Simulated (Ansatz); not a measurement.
Consider Li2S in the anti-fluorite structure (space group Fm-3m, No. 225; a = 5.655 Å).

All numbers come from PBEsol (Ansatz, a quantum-chemistry and plane-wave program, PAW, without spin-orbit coupling).

Base values:

- Smallest direct gap: 4.21 eV
- Pressure: 0.00 GPa

The change: every lattice vector is shortened by 1.50 %, atoms relaxed at fixed cell.

**Question.** What does the calculation give for the smallest direct gap and pressure after the change?

**Answer.** The smallest direct gap rises by 0.24 eV (4.21 eV → 4.45 eV); the pressure goes from zero to 2.08 GPa.

The cells carry an imposed strain or load. No phonon test of stability was made.
